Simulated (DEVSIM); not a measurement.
System: abrupt Si n-p junction, at 400 K.

Layer 1 from the left is Si, thickness (μm) 76.0, Nd (cm⁻³) 1.6e19, τn (s) 9.4e-5, τp (s) 9.4e-5. Layer 2 from the left is Si, thickness (μm) 3.70, Na (cm⁻³) 2e16, τn (s) 9.4e-5, τp (s) 9.4e-5.

Left contact: ohmic. Right contact: ohmic. Voltage is applied to the left contact. Recombination: SRH at mid-gap. Mobility is μmin + (μ − μmin)/(1 + (N/Nref)^α).

Constants are typed, rounded textbook-type inputs, not results; the design itself was drawn at random and stands for no fabricated device. Values at 300 K; Nc and Nv go as T^1.5, mobilities as T to minus their exponent, the gap by Varshni's rule with the affinity fixed.

Si: gap (eV) 1.124, affinity (eV) 4.05, permittivity 11.7, Nc (cm⁻³) 2.86e19, Nv (cm⁻³) 3.1e19, μn (cm²/Vs) 1417, μp (cm²/Vs) 470, μn,min 52, μp,min 45, Nref,n 9.7e16, Nref,p 2.2e17, αn 0.68, αp 0.72, T exponent of μn 2.3, T exponent of μp 2.2, Varshni α (eV/K) 0.000473, Varshni β (K) 636.

Task: Estimate by hand the built-in potential, the peak field at zero bias, and compare with a numerical solution.

Result: 
- Built-in potential: ni = √(Nc Nv) exp(−Eg/2kT) = 5.68e12 cm⁻³ with Eg = 1.096 eV; Vbi = kT/q ln(Na Nd/ni²) = 0.793 V; numerical 0.793 V.
- Peak field at zero bias: depletion approximation: W = √(2εVbi/(qN)) = 0.227 μm with N = 2.00e16 cm⁻³; field = 2Vbi/W = 70000 V/cm; numerical 258000 V/cm (estimate below by 73 %).

Model (solved in DEVSIM): 1D drift-diffusion, Boltzmann statistics, complete ionisation; no tunnelling, impact ionisation, image-force lowering or self-heating.
